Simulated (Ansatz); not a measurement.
InGaSbAs (model structure, Pmm2, No. 25, 4 atoms in the cell), treated with r²SCAN in Ansatz (plane waves, PAW).

Input:

Ansatz 0.2 input:
```yaml
crystal:
  lattice:
    - [4.3183613632, 0.0, 0.0]
    - [0.0, 4.2835031239, 0.0]
    - [0.0, 0.0, 6.1301583451]
  atoms:
    - { symbol: In, position: [0.0, 0.0, 0.0174701101] }
    - { symbol: As, position: [0.5, 0.0, 0.2663831512] }
    - { symbol: Ga, position: [0.5, 0.5, 0.4835226563] }
    - { symbol: Sb, position: [0.0, 0.5, 0.7296540824] }
basis:
  ecutwfc: 560
  ecutrho_ratio: 4
  xc_grid: 3
kpoints:
  mp_grid: { grid: [14, 14, 10] }
hamiltonian:
  xc: r2scan
  dispersion: none
  pseudopotentials: { kind: paw }
scf:
  occupations: { method: fermi_dirac, width: 0.05 }
  convergence: { dr2_threshold: 0.0000000004 }
output:
  forces: true
  stress: true
  eigenvalues: true
```

How many irreducible k-points, plane waves at Γ does the program set up, and what pressure does the run end with?

384 irreducible k-points, 3407 plane waves at Γ; P = 0.65 GPa, so the cell is compressed on average and its volume would grow at this level.

From the output:

```
Crystal: 4 atoms, lattice volume = 113.394 Å³
Basis set: ecut = 560 eV, 3407 PW (Γ), exchange–correlation on 108×108×144 points (27 copies of the dense FFT grid, shifted against one another)
Bands: 34, of which v1, the nominal top of the filled ones, is band 28 counted from 1 (27 counted from 0)
Symmetry: 4 space group operations
Space group: Pmm2 (ITA 25), of the structure as read, at distance tolerance 4.8e-5 Å
k-points: 384 of 1960 (time reversal used)
Functional: x = r2scan, c = r2scan; τ floored in thin density (d = 2e-4 eV/Å³)
SCF iter   1: F=—  HF=-20766.902872 eV  |F-HF|=—  |Δ(HF+E_count)|=         —  Δρ=7.06e-3  dr2=2.48e-2  dr2_τ=1.13e-2
SCF iter   2: F=—  HF=-20766.918231 eV  |F-HF|=—  |Δ(HF+E_count)|=   1.54e-2  Δρ=2.65e-3  dr2=4.39e-3  dr2_τ=1.12e-4
  ...
SCF iter  12: F=—  HF=-20766.918218 eV  |F-HF|=—  |Δ(HF+E_count)|=  2.84e-10  Δρ=4.70e-7  dr2=3.28e-10  dr2_τ=4.69e-12
SCF iter  13: F=-20766.918218 eV  HF=-20766.918218 eV  |F-HF|=5.46e-11  |Δ(HF+E_count)|=  3.53e-10  Δρ=2.18e-7  dr2=7.74e-11  dr2_τ=6.91e-13
SCF 1 converged in 13 iterations: F = -20766.918218 eV  dr2 = 7.74e-11
SCF converged after 13 iterations
Free energy (F): -20766.918218 eV
Internal energy: -20766.917951 eV  (E = F + TS)
E sigma→0 (E₀):  -20766.918085 eV
Fermi energy:    7.742039 eV
--- Forces (eV/Å), atoms counted from 1 ---
  atom   1  In    -0.00000000     0.00000000     0.00023206
  atom   2  As     0.00000000     0.00000000     0.01128340
  atom   3  Ga    -0.00000000     0.00000000     0.00783181
  atom   4  Sb    -0.00000000     0.00000000    -0.01934463
--- Stress (GPa, compression-positive) ---
        0.638583       0.000000       0.000000
        0.000000       0.629943       0.000000
        0.000000       0.000000       0.680086
  P = ⅓ Tr σ = 0.6495 GPa (6.495 kbar)
```

The PAW data were made under PBE.

Note: the relaxation could raise the start's symmetry but not lower it, so the cell can be a saddle point. Note: cell and atoms aren't relaxed at this level (pressure 0.6 GPa).

A model structure was made by putting elements into a prototype or built by hand; it is no filed structure, need not be a known phase, and can be a saddle point held by its symmetry.

Ansatz is a quantum-chemistry and plane-wave program.
